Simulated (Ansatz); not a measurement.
Base system: WC (space group P-6m2, No. 187; relaxed with 0.1 eV smearing).

```
CELL_PARAMETERS angstrom
      2.92246     0.00000     0.00000
     -1.46123     2.53092     0.00000
      0.00000     0.00000     2.84619
ATOMIC_POSITIONS crystal
  W  0.00000 0.00000 0.00000
  C  0.33333 0.66667 0.50000
```

Cartesian axes are those of the cell as printed.

Calculations: Ansatz (an electronic-structure program), PBE, PAW, cutoff 420 eV, spin-orbit coupling left out.

Base values:

```
Item       Result
--------  -------
Pressure  0.0 GPa
```

Perturbation: uniaxial strain ε_zz = +2.50 %, all other strain components held at zero, atoms relaxed at fixed cell.

Task: How does this affect the energy relative to the base?

Result: The energy grows by 18 meV/atom.

Task: Estimate the effect on the pressure.

Result: The pressure (mean of the normal stresses, compression positive) goes from zero to -9.8 GPa.

Whether these cells are dynamically stable was not tested. The final runs are not spin-polarised.
